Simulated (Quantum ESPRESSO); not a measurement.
# Equation of state of cubic perovskite BaZrO3 (space group 221): energy against volume (Quantum ESPRESSO, PBE)

```yaml
crystal:
  lattice:
    - [4.11550, 0.00000, 0.00000]
    - [0.00000, 4.11550, 0.00000]
    - [0.00000, 0.00000, 4.11550]
  atoms:
    - { symbol: Ba, position: [0.00000, 0.00000, 0.00000] }
    - { symbol: Zr, position: [0.50000, 0.50000, 0.50000] }
    - { symbol: O, position: [0.50000, 0.00000, 0.50000] }
    - { symbol: O, position: [0.00000, 0.50000, 0.50000] }
    - { symbol: O, position: [0.50000, 0.50000, 0.00000] }
```

Computed with PBE, GBRV 1.5 ultrasoft (PBE) pseudopotentials (plane waves; Quantum ESPRESSO). Settings: ecutwfc = 52 Ry; ecutrho = 416 Ry; occupations = smearing; smearing = fermi-dirac; degauss = 0.000734986 Ry; potentials = {Ba: ba_pbe_v1.uspp.F.UPF, Zr: zr_pbe_v1.uspp.F.UPF, O: o_pbe_v1.2.uspp.F.UPF}; K_POINTS = automatic 8 8 8 0 0 0; conv_thr = 1e-10 Ry. The cell above is the first row's. The rows scale it uniformly. In all rows fractional positions and the k mesh are held. E is the free energy at the stated smearing, counted from the lowest row.

| V (Å^3/atom) | E (meV/atom) |
|---|---|
| 13.941 | 52.97 |
| 14.244 | 28.70 |
| 14.547 | 12.33 |
| 14.850 | 3.00 |
| 15.153 | 0.00 |
| 15.456 | 2.69 |
| 15.760 | 10.46 |
| 16.063 | 22.80 |
| 16.366 | ? |

### Question
Fit E against V with the third-order Birch-Murnaghan form, a cubic in V^(-2/3), and predict the withheld value at V = 16.366.

### Answer
With u = V^(-2/3) - 0.165, the rows have u = 0.007638, 0.005181, 0.002810, 0.000519, -0.001694, -0.003836, -0.005915, -0.007922. Least squares gives E = 1.771 + 2058.64·u + 601609·u² + 845844·u³. Residuals (row less fit): 0.001, -0.003, 0.005, -0.002, -0.006, 0.011, -0.008, 0.002; standard error 0.008 (degrees of freedom: 4). Its minimum lies at u = -0.001717, so V0 = (0.163283)^(-3/2) = 15.16. There d²E/du² = 1195000 and d³E/du³ = 5075000, so B0 = (4/9) × 15.16^(-7/3) × 1195000 × 0.160218 = 150 GPa (the last factor turns the table's units into GPa), and B0' = 4 + (2/3) × 0.163283 × (5075000)/1195000 = 4.5. The program's pressures in the fitted runs (not shown) pass through zero at V = 15.14, 0.11 % from this V0. At the withheld row, u = -0.009867, so E = 1.771 + 2058.64 × (-0.009867) + 601609 × (-0.009867)² + 845844 × (-0.009867)³ = 39.217 meV/atom. The calculation gives 39.23 meV/atom, 0.013 meV/atom above the prediction (under 0.05 % of the range of E in the table). The row lies outside the fitted rows, so this is an extrapolation. From the scatter of the fitted rows alone, a prediction at this place has a standard error of 0.020 meV/atom, so the miss is 0.7 times that.

Carrying the step between the two nearest rows on in a straight line would have given 35.14, off by 4.09; series whose last step already gives the withheld value aren't shown. The scan was laid around a cell of about the measured size, scaled by a guess for this functional. The runs keep the symmetry of the cell, so they don't test it for distortions. Spin-orbit coupling is off. Cutoffs and mesh are single choices, not tested for convergence of this quantity. Series with a scatter that would blur these digits, or in which a gap closes, are not shown. Nor are scans whose minimum lies at an end fitted in this form.
